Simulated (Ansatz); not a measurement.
The reference is Al2O3 in the corundum structure (space group R-3c, No. 167; a = 4.809 Å, c = 13.124 Å (hexagonal axes)). Axes: x lies along a and z along c of the hexagonal cell.

Level of theory: Kohn–Sham DFT with the PBE functional, run in Ansatz (a program for electronic structure) with PAW and 420 eV plane waves, no spin-orbit coupling.

Before the change:

* **Electron mass**: 0.38 mₑ along c, 0.36 mₑ across (at Γ)
* **Band gap**: 5.85 eV

The change: compressive biaxial strain of 1.50 % in the plane normal to [001], as in epitaxy on a mismatched substrate; the out-of-plane cell vector and the atoms relax.

Task: Estimate the effect on the ratio −ε⊥/ε∥.

Result: The ratio −ε⊥/ε∥ is 0.48.

Task: Estimate the effect on the energy relative to the base.

Result: The energy rises by 6.9 meV/atom.

Task: Estimate the effect on the electron mass.

Result: The electron mass changes from 0.38 mₑ along c, 0.36 mₑ across (at Γ) to 0.38 mₑ (at Γ).

Task: How does this affect the band gap?

Result: The band gap increases by 0.28 eV, from 5.85 eV to 6.13 eV.

Effective masses come from finite differences of ±0.01 Å⁻¹. Whether these cells are dynamically stable was not tested.
